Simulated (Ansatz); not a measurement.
Reference: LiF (Pm-3m), PBEsol, rigid bands (plane waves, PAW, scalar-relativistic; Ansatz, a program for electronic structure); axes and stresses refer to this cell.

```
CELL_PARAMETERS angstrom
      2.52296     0.00000     0.00000
      0.00000     2.52296     0.00000
      0.00000     0.00000     2.52296
ATOMIC_POSITIONS crystal
  Li 0.00000 0.00000 0.00000
  F  0.50000 0.50000 0.50000
```

The electron conductivity mass comes out as 0.90 mₑ. The Seebeck coefficient, n-type 1e19 cm⁻³ comes out as -283 μV/K and the hole conductivity mass comes out as 2.1 mₑ.

Task: Change: functional r2SCAN on the same cell. What happens to electron conductivity mass, Seebeck coefficient, n-type 1e19 cm⁻³, hole conductivity mass?

Result: electron conductivity mass moves little, to 0.90 mₑ; Seebeck coefficient, n-type 1e19 cm⁻³ moves little, to -282 μV/K; hole conductivity mass moves little, to 2.1 mₑ.

Masses are for dilute carriers at 300 K, harmonic means over directions unless an axis is named. Seebeck coefficients are for the stated density at 300 K, with one relaxation time for all states and whether or not that doping can be reached. Spin-orbit coupling is left out unless a row names it. 

Computed structure with no diffraction record at hand here (it may be known, metastable or hypothetical): LiF (Pm-3m).
